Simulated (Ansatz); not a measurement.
Results of BLYP (Ansatz, an electronic-structure program, PAW) for Al₂Cu (I4/mcm, No. 140).

Run with plane-wave cutoff 520 eV, 14×14×14 k mesh, Fermi–Dirac smearing 0.05 eV, no spin polarisation, scalar-relativistic PAW data made under PBE.

Energies at three volumes about the minimum:

```json
[
 {"V (Å³/atom)": "15.309", "E − E_lowest (meV/atom)": "1.65"},
 {"V (Å³/atom)": "15.622", "E − E_lowest (meV/atom)": "0.00"},
 {"V (Å³/atom)": "15.934", "E − E_lowest (meV/atom)": "1.51"}
]
```

Fit a parabola by hand: where is the minimum, and what is the bulk modulus?

Slopes: (0.00 − 1.65)/(15.622 − 15.309) = -5.272 and (1.51 − 0.00)/(15.934 − 15.622) = 4.840 meV/Å³. Curvature E″ = 2 × (4.840 − (-5.272))/(15.934 − 15.309) = 32.358 meV/Å⁶. From the middle of the first interval, the slope vanishes at V0 = 15.4655 − (-5.272)/32.358 = 15.628 Å³/atom. B = V0 E″ = 15.628 × 32.358 meV/Å³ × 0.1602 GPa per meV/Å³ = 81.0 GPa. The full Birch–Murnaghan fit to all volumes gives V0 = 15.622 Å³/atom and B0 = 80.6 GPa.

Shape and atoms are relaxed at each volume.

Note: the volume lies 6 % above that of the published cell; the bulk modulus comes from volumes at which shape and atoms were relaxed.
